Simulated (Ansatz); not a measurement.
```
CELL_PARAMETERS angstrom
      0.00882     3.04079     3.04079
      3.04079     0.00882     3.04079
      3.04961     3.04961     0.00000
ATOMIC_POSITIONS crystal
  Cd 0.00059 0.00059 0.99941
  Se 0.24941 0.24941 0.25059
```

No spin polarisation.

Method: Kohn–Sham DFT with the PBEsol functional, run in Ansatz (a program for electronic structure) with PAW and 420 eV plane waves, no spin-orbit coupling. k-mesh 9×9×9 (Γ-centred); smearing 0.05 eV (Fermi–Dirac).

What space group does the calculation give?

Imm2 (No. 44).

What is the computed pressure (mean of the normal stresses, compression positive)?

0.00 GPa.

The cells carry an imposed strain or load. Stability against distortions was not tested. The cell was made from CdSe in the zinc blende structure (space group F-43m, No. 216) by this change: tensor shear ε_xy = +0.29 %.
